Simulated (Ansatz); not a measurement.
F on the 1x1 (110) surface of bcc Ta, one in a 2x2 cell: adsorption energies (eV for each) against ½ F2(g) in Ansatz (plane waves, PAW). Structures relaxed with PBE; the other functionals are single points on them, with slab and gas at the same level. No dispersion, zero-point or thermal terms. Rows are starts at which the adsorbate stayed.

Set-up: 17 atoms, 6.8 Å thick at the start under the adsorbate (thin: gaps and levels are the slab's own); mesh 5x5x1; 0.1 eV smearing; dipole correction on; 8 atoms held, the rest relaxed; each run with such symmetry as its start has; no spin, no spin-orbit, no U, no dispersion correction.

```tsv
site	PBE	RPBE	r2SCAN
top Ta	-4.10	-4.01	-4.37
hollow Ta-Ta-Ta	-4.52	-4.31	-4.98
bridge Ta-Ta (span 2.9 Å)	-4.38	-4.20	-4.79
bridge Ta-Ta (span 3.3 Å)	-4.45	-4.26	-4.92
```

RPBE moves the energies by 0.17 eV on average against PBE and puts 'hollow Ta-Ta-Ta' lowest, as PBE does. r2SCAN moves the energies by -0.40 eV on average against PBE and puts 'hollow Ta-Ta-Ta' lowest, as PBE does.

Ansatz is a program for electronic structure.
